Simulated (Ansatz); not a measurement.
We consider Zr (model structure, started from the diamond type, Fd-3m, No. 227, 2 atoms in the cell), described by PBEsol (PAW; Ansatz, an electronic-structure program).

Settings: plane-wave cutoff 520 eV, 16×16×16 k mesh, Fermi–Dirac smearing 0.05 eV, scalar-relativistic PAW data made under PBE.

Cell (relaxed at this level):

```yaml
crystal:
  lattice:
    - [0.00000, 3.06881, 3.06881]
    - [3.06881, 0.00000, 3.06881]
    - [3.06881, 3.06881, 0.00000]
  atoms:
    - { symbol: Zr, position: [0.25000, 0.25000, 0.25000] }
    - { symbol: Zr, position: [0.00000, 0.00000, 0.00000] }
```

**Question.** Give the computed bulk modulus.

**Answer.** 
- bulk modulus: 39.0 GPa

The run finds no gap.

Note: the bulk modulus is −V dP/dV from two relaxed cells at ±2 % in volume; the relaxation could raise the start's symmetry but not lower it, so the cell can be a saddle point.

Computing time: around 70 core-seconds (rough).

A model structure was made by putting elements into a prototype or built by hand; it is no filed structure, need not be a known phase, and can be a saddle point held by its symmetry.
